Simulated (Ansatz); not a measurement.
A self-consistent single point of NaH2Pd3 (Cmmm, 6 atoms in the cell) with Ansatz (an electronic-structure program).

Level of theory: PBEsol, PAW files made with PBE (plane waves; Ansatz).

The change in words: lattice scaled by 0.98. Reference geometry:
```
NaH2Pd3
1.0
    2.82657    -4.31030     0.00000
    2.82657     4.31030     0.00000
    0.00000     0.00000     2.81356
Na H Pd
1 2 3
Direct
  0.50000   0.50000   0.00000
  0.21563   0.78437   0.00000
  0.78437   0.21563   0.00000
  0.00000   0.00000   0.00000
  0.50000   0.00000   0.50000
  0.00000   0.50000   0.50000
```

Reference input (self-consistent single point, DFT, PBEsol, plane waves, PAW files made with PBE): basis.ecutwfc = 420 eV; kpoints.mp_grid.grid = 5 5 8; hamiltonian.xc = pbesol; hamiltonian.pseudopotentials = {kind: paw} (the program's default PAW files); scf.occupations.method = fermi_dirac; scf.occupations.width = 0.1 eV. This run's input differs from it in these lines:

```diff
@@ -3,5 +3,5 @@
   lattice:
-    - [2.826570, -4.310305, 0.000000]
-    - [2.826570, 4.310305, 0.000000]
-    - [0.000000, 0.000000, 2.813560]
+    - [2.770039, -4.224099, 0.000000]
+    - [2.770039, 4.224099, 0.000000]
+    - [0.000000, 0.000000, 2.757289]
   atoms:
```

The program printed (abridged):

```
SCF iter   1: F=—  HF=-22238.270970 eV  |F-HF|=—  |Δ(HF+E_count)|=         —  Δρ=2.25e-1  dr2=4.51e1  ethr=3.10e-3  ⟨swp⟩=5.8  Hψ=6966  notcnv=0
all-band conjugate gradients solve this SCF's bands
preconditioner: auto → Kerker (q_TF=auto, 2.732 Å⁻¹)
SCF iter   2: F=—  HF=-22230.860645 eV  |F-HF|=—  |Δ(HF+E_count)|=    7.41e0  Δρ=9.45e-2  dr2=9.84e0  ethr=3.10e-3  ⟨swp⟩=3.0  Hψ=3910  notcnv=0  defer=5
   [... lines left out ...]
SCF iter   7: F=—  HF=-22228.474259 eV  |F-HF|=—  |Δ(HF+E_count)|=   1.67e-4  Δρ=3.24e-4  dr2=6.44e-5  ethr=1.64e-6  ⟨swp⟩=2.0  Hψ=2856  notcnv=0  defer=34
SCF iter   8: F=—  HF=-22228.474285 eV  |F-HF|=—  |Δ(HF+E_count)|=   2.66e-5  Δρ=9.89e-5  dr2=8.11e-6  ethr=9.90e-8  ⟨swp⟩=2.0  Hψ=2665  notcnv=0  defer=34
SCF iter   9: F=—  HF=-22228.474287 eV  |F-HF|=—  |Δ(HF+E_count)|=   1.21e-6  Δρ=2.60e-5  dr2=5.15e-7  ethr=1.25e-8  ⟨swp⟩=2.0  Hψ=2614  notcnv=0  defer=34
SCF iter  10: F=-22228.474287 eV  HF=-22228.474287 eV  |F-HF|=2.21e-8  |Δ(HF+E_count)|=  8.99e-10  Δρ=9.21e-6  dr2=4.26e-8  ethr=1.54e-10  ⟨swp⟩=8.4  Hψ=7720  notcnv=0
SCF 1 converged in 10 iterations: F = -22228.474287 eV  dr2 = 4.26e-8
Free energy (F): -22228.474287 eV
Internal energy: -22228.417899 eV  (E = F + TS)
E sigma→0 (E₀):  -22228.446093 eV
Entropy (-TS):   -0.056388 eV (-9.398 meV/atom)
Fermi energy:    15.289320 eV
--- Forces (eV/Å), atoms counted from 1 ---
  atom   1  Na    -0.00000000    -0.00000000     0.00000000
  atom   2  H      0.00000000    -0.09096971     0.00000000
  atom   3  H     -0.00000000     0.09096971     0.00000000
  atom   4  Pd    -0.00000000    -0.00000000     0.00000000
  atom   5  Pd     0.00000000    -0.00000000     0.00000000
  atom   6  Pd    -0.00000000    -0.00000000     0.00000000
--- Stress (GPa, compression-positive) ---
        5.500836      -0.000000      -0.000000
       -0.000000       4.949069       0.000000
       -0.000000       0.000000       5.223406
  P = ⅓ Tr σ = 5.2244 GPa (52.244 kbar)
  The stress holds the Pulay correction. Without it, at fixed plane waves, as pw.x and ABINIT print it: P = 5.1487 GPa
```

The run converged in 10 iterations. Against the reference run the free energy rises by 3.7 meV/atom, the pressure goes from -2.99 to 5.22 GPa and the largest force goes from 0.018 to 0.091 eV/Å.

The starting cell comes from a database of computed structures (which also holds hypothetical and non-ambient phases and stackings), without a prior relaxation at this level. For this run, on top of that: lattice scaled by 0.98. Spin polarisation is off. With a pressure of about 5 GPa the cell is away from its equilibrium volume at this level. Ansatz's pressure includes its estimate of the finite-basis (Pulay) stress.

Keys are those of Ansatz 0.2.
